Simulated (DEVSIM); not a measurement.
Device: Pd/HfO2/n-GaAs capacitor, at 300 K.

```tsv
layer (left to right)	material	thickness (nm)	Nd (cm⁻³)
1	HfO2	11.0	-
2	GaAs	7800	6.9e15
```

Metal gate on the left, work function 5.2 eV. Fixed charge at the semiconductor interface 0 cm⁻² (in units of +e); no interface traps.

Constants are typed, rounded textbook-type inputs, not results; the design itself was drawn at random and stands for no fabricated device. Values at 300 K.

```csv
parameter,HfO2,GaAs
gap (eV),5.7,1.424
affinity (eV),2.5,4.07
permittivity,22,12.9
Nc (cm⁻³),-,4.7e17
Nv (cm⁻³),-,9e18
```

Model (solved in DEVSIM): 1D Poisson equation in equilibrium, Boltzmann statistics, complete ionisation; no quantum confinement or tunnelling. Metal contacts follow the ideal Schottky-Mott rule: no Fermi-level pinning, no interface dipoles.

The substrate doping was swept, all else fixed.

```json
[
 {"substrate doping (cm^-3)": "3.4e14", "threshold voltage (band bending 2φF) (V)": "-0.04", "minimum of the low-frequency capacitance (μF/cm²)": "0.00620", "flat-band voltage (V)": "0.94"},
 {"substrate doping (cm^-3)": "6.9e14", "threshold voltage (band bending 2φF) (V)": "-0.06", "minimum of the low-frequency capacitance (μF/cm²)": "0.00872", "flat-band voltage (V)": "0.96"},
 {"substrate doping (cm^-3)": "1.4e15", "threshold voltage (band bending 2φF) (V)": "-0.08", "minimum of the low-frequency capacitance (μF/cm²)": "0.0121", "flat-band voltage (V)": "0.98"},
 {"substrate doping (cm^-3)": "3.4e15", "threshold voltage (band bending 2φF) (V)": "(withheld)", "minimum of the low-frequency capacitance (μF/cm²)": "(withheld)", "flat-band voltage (V)": "1.00"},
 {"substrate doping (cm^-3)": "6.9e15", "threshold voltage (band bending 2φF) (V)": "-0.14", "minimum of the low-frequency capacitance (μF/cm²)": "0.0253", "flat-band voltage (V)": "1.02"},
 {"substrate doping (cm^-3)": "1.4e16", "threshold voltage (band bending 2φF) (V)": "-0.17", "minimum of the low-frequency capacitance (μF/cm²)": "0.0356", "flat-band voltage (V)": "1.04"}
]
```

Problem. Complete the blanks.

Solution. 
- 3.4e15, threshold voltage (band bending 2φF) (V): -0.11
- 3.4e15, minimum of the low-frequency capacitance (μF/cm²): 0.0181
